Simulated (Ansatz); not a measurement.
Consider MgTe in the wurtzite structure (space group P6_3mc, No. 186; a = 4.561 Å, c = 7.413 Å). Axes: x lies along a and z along c of the hexagonal cell.

Calculations: PBEsol in Ansatz (plane waves to 420 eV, PAW, no spin-orbit coupling).

Strains are applied to the cell and any free atomic positions relax; under biaxial strain the out-of-plane vector relaxes too.

One change was made to it. Results:

```csv
quantity,base,after
"pressure (mean of the normal stresses, compression positive)",-0.01 GPa,0.16 GPa
shortest interatomic distance,2.787 Å,2.782 Å
```

What was done to the base?
(A) uniaxial strain ε_yy = −0.45 %
(B) biaxial strain −2.92 %, plane normal [001], relaxed out of plane
(C) biaxial strain +2.15 %, plane normal [001], relaxed out of plane

A, uniaxial strain ε_yy = −0.45 %. For comparison, the pressure in the other runs: biaxial strain −2.92 %, plane normal [001], relaxed out of plane gives 1.21 GPa; biaxial strain +2.15 %, plane normal [001], relaxed out of plane gives -0.80 GPa.

Whether these cells are dynamically stable was not tested.

Ansatz is a program for electronic structure.
